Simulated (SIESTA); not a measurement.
A self-consistent single point of CdS (F-43m, 2 atoms in the cell) with SIESTA.

Method: GGA PBE, numerical atomic orbitals DZP, PseudoDojo PBE standard norm-conserving potentials (rewritten from UPF to PSML) (SIESTA 5.4.2).

The change in words: lattice scaled by 0.98. Reference geometry:
```xyz
2
Lattice="0.0000 2.9550 2.9550 2.9550 0.0000 2.9550 2.9550 2.9550 0.0000" Properties=species:S:1:pos:R:3 pbc="T T T"
Cd     0.0000     0.0000     0.0000
S      1.4775     1.4775     1.4775
```

Reference input (self-consistent single point, DFT, GGA PBE, numerical atomic orbitals DZP, PseudoDojo PBE standard norm-conserving potentials (rewritten from UPF to PSML)): XC.functional = GGA; XC.authors = PBE; potentials = PseudoDojo PBE standard; PAO.BasisSize = DZP; PAO.EnergyShift = 0.01 Ry; MeshCutoff = 400 Ry; kgrid.MonkhorstPack = 7 7 7; OccupationFunction = FD; ElectronicTemperature = 10 K; MaxSCFIterations = 150; SCF.Mixer.Method = Pulay; SCF.Mixer.Weight = 0.25. This run's input differs from it in these lines:

```diff
@@ -12,5 +12,5 @@
 %block LatticeVectors
-     0.000000000    2.955021000    2.955021000
-     2.955021000    0.000000000    2.955021000
-     2.955021000    2.955021000    0.000000000
+     0.000000000    2.895921000    2.895921000
+     2.895921000    0.000000000    2.895921000
+     2.895921000    2.895921000    0.000000000
 %endblock LatticeVectors
@@ -19,3 +19,3 @@
      0.000000000    0.000000000    0.000000000  1
-     2.792090191    2.792090191    2.792090191  2
+     2.736248784    2.736248784    2.736248784  2
 %endblock AtomicCoordinatesAndAtomicSpecies
```

The program printed (abridged):

```
        iscf     Eharris(eV)        E_KS(eV)     FreeEng(eV)     dDmax    Ef(eV) dHmax(eV)
   scf:    1    -5059.990888    -5066.862193    -5066.862193  1.537868 -3.640150 12.158590
   scf:    2    -5071.416287    -5069.513248    -5069.513248  0.278175 -3.894466  4.646663
   scf:    3    -5070.079596    -5069.899337    -5069.899337  0.160563 -3.548032  0.421974
   scf:    4    -5069.883954    -5069.896086    -5069.896086  0.045617 -3.867929  0.677156
   scf:    5    -5069.838228    -5069.869713    -5069.869713  0.032145 -4.068357  1.477899
   scf:    6    -5069.919783    -5069.903303    -5069.903303  0.059539 -3.721127  0.024675
   scf:    7    -5069.903284    -5069.903294    -5069.903294  0.000463 -3.723372  0.034235
   scf:    8    -5069.903322    -5069.903313    -5069.903313  0.001367 -3.715950  0.000744
   scf:    9    -5069.903313    -5069.903313    -5069.903313  0.000005 -3.715940  0.000626
SCF Convergence by DM+H criterion
max |DM_out - DM_in|         :     0.0000051981
max |H_out - H_in|      (eV) :     0.0006259602
SCF cycle converged after 9 iterations

Using DM_out to compute the final energy and forces

siesta: E_KS(eV) =            -5069.9033

siesta: E_KS - E_eggbox =     -5069.9033

siesta: Atomic forces (eV/Ang):
     1   -0.000055   -0.000055   -0.000055
     2    0.000055    0.000055    0.000055
   Tot   -0.000000   -0.000000   -0.000000
   Max    0.000055
   Res    0.000055    sqrt( Sum f_i^2 / 3N )
   Max    0.000055    constrained

Stress tensor Voigt[x,y,z,yz,xz,xy] (kbar):      -15.77      -15.77      -15.77       -0.03       -0.03       -0.03
(Free)E + p*V (eV/cell)    -5069.4252
Target enthalpy (eV/cell)    -5069.9033

siesta: Program's energy decomposition (eV):
siesta: FreeEng =     -5069.903313

   [... lines left out ...]
siesta:    -0.009844   -0.000017   -0.000017
siesta:    -0.000017   -0.009844   -0.000017
siesta:    -0.000017   -0.000017   -0.009844

siesta: Cell volume =         48.572463 Ang**3

siesta: Pressure (static):
siesta:                Solid            Molecule  Units
siesta:           0.00010721          0.00010720  Ry/Bohr**3
siesta:           0.00984392          0.00984228  eV/Ang**3
siesta:          15.77169132         15.76907283  kBar
```

The run converged in 9 iterations. Against the reference run the free energy falls by 5.9 meV/atom, the pressure goes from -2.44 to 1.58 GPa and the gap on the mesh goes from 1.256 to 1.426 eV.

The starting cell comes from a database of computed structures (which also holds hypothetical and non-ambient phases and stackings), without a prior relaxation at this level. Its lattice was rescaled by a random factor within 2.5 % of one. For this run, on top of that: lattice scaled by 0.98. Values carry the incompleteness of an atom-centred basis.
